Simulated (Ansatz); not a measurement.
**Effect of 2 layers on hypothetical P6_3/mmc PtSe2**

The reference is PtSe2 in the 2H-MoS2 type structure (space group P6_3/mmc, No. 194; a = 3.5047 Å, c = 10.7396 Å; a hypothetical phase, not in the database extracts checked; layered, stacked along the Cartesian z axis).

One thing is altered: a free-standing slab of 2 layers (6 atoms, 3 a layer) is cut normal to the stacking axis, with 15 Å of vacuum and the in-plane cell relaxed.

All numbers come from PBEsol-D3(BJ), PAW, 420 eV (Ansatz, a program for electronic structure; no SOC). Settings: 15×15×1 k-points, 0.05 eV Fermi–Dirac smearing, for the changed cell.

* **Layer's space group (with vacuum)**: P-3m1 (No. 164)
* **Shortest interatomic distance**: 2.505 Å (base 2.536 Å)
* **Band gap**: zero (base zero)
* **Excess energy per area of both faces (slab less bulk energy over the cell's area: twice a surface energy)**: 1.3 J/m² (uncertain by up to 0.09 J/m²)
* **In-plane lattice parameter a**: 3.481 Å (base 3.505 Å)

Final structure:

```xyz
6
Lattice="3.4811 0.0000 0.0000 1.7406 3.0148 0.0000 0.0000 0.0000 23.4275" Properties=species:S:1:pos:R:3 pbc="T T T"
Se     1.7406     1.0049     7.4412
Pt     3.4811     2.0098     9.0148
Se     1.7406     1.0049    10.5099
Se     3.4811     2.0098    12.9176
Pt     1.7406     1.0049    14.4127
Se     3.4811     2.0098    15.9862
```

The excess energy carries the mismatch between the slab's and the bulk's meshes. No phonon test of stability was made. The final runs are not spin-polarised. PtSe2 has a high density of states at the Fermi level and may be magnetic at this level.
